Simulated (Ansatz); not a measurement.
Consider SiC in the wurtzite structure (space group P6_3mc, No. 186; a = 3.0760 Å, c = 5.0478 Å). Axes: x lies along a and z along c of the hexagonal cell.

Computed with PBEsol in Ansatz (plane waves to 420 eV, PAW, no spin-orbit coupling), earlier PAW set.

Strains are applied to the cell and any free atomic positions relax; under stress the whole cell relaxes.

One change was made to it. Results:

| quantity | base | after |
|---|---|---|
| energy relative to the base (free energy F) | 0 meV/atom | +0.3 meV/atom |
| valence-band top at Γ (three highest levels, from the VBM) | 0.00, 0.00, -0.11 eV | 0.00, -0.04, -0.15 eV |

Question: Name the change that was made.
A. isotropic strain −0.79 %
B. uniaxial strain ε_yy = −1.68 %
C. strain tensor (xx, yy, zz, yz, xz, xy) = (+0.26, −1.81, +0.34, +0.62, +0.29, −0.75) %
D. uniaxial stress, 2 GPa compression along x

Answer: D, uniaxial stress, 2 GPa compression along x. For comparison, the energy relative to the base in the other runs: uniaxial strain ε_yy = −1.68 % gives +4.7 meV/atom; strain tensor (xx, yy, zz, yz, xz, xy) = (+0.26, −1.81, +0.34, +0.62, +0.29, −0.75) % gives +7.6 meV/atom; isotropic strain −0.79 % gives +4.1 meV/atom.

The levels and masses belong to the bands next to the band gap. Stability under load was not tested beyond the relaxation.

Ansatz is a first-principles code.
